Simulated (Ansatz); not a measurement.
The starting structures come from a database of crystals and need not be the phases stable at ambient conditions.

 Where the default PAW files enter, the runs use the earlier of Ansatz's two default sets.

Tunnelling through a barrier is set by its complex band structure: the current falls as exp(−2κd) with the smallest κ.

```xyz
4
Lattice="4.2117 0.0000 0.0000 -2.1058 3.6474 0.0000 0.0000 0.0000 7.0079" Properties=species:S:1:pos:R:3 pbc="T T T"
Cd     0.0000     0.0000     3.4355
Cd     0.0000     2.4316     0.0676
Se     0.0000     2.4316     4.3852
S      0.0000     0.0000     0.8576
```

Space group of this cell: P3m1. The cell is strained (lengths across the current scaled by 0.98, ions clamped).

Transport runs along the normal of the first two printed cell vectors, the (001) (indices of the unstrained crystal) plane of the conventional cell.

The gap is the functional's own. No spin-orbit coupling. Mid-gap values are interpolated on the energy grid.

**Question.** Estimate the band gap and the smallest decay constant κ at mid-gap that Ansatz (a first-principles code) with r2SCAN returns for this system.

**Answer.** Gap 1.20 eV on a 12×12×4 mesh; κ = 0.103 1/Å, at the zone centre.
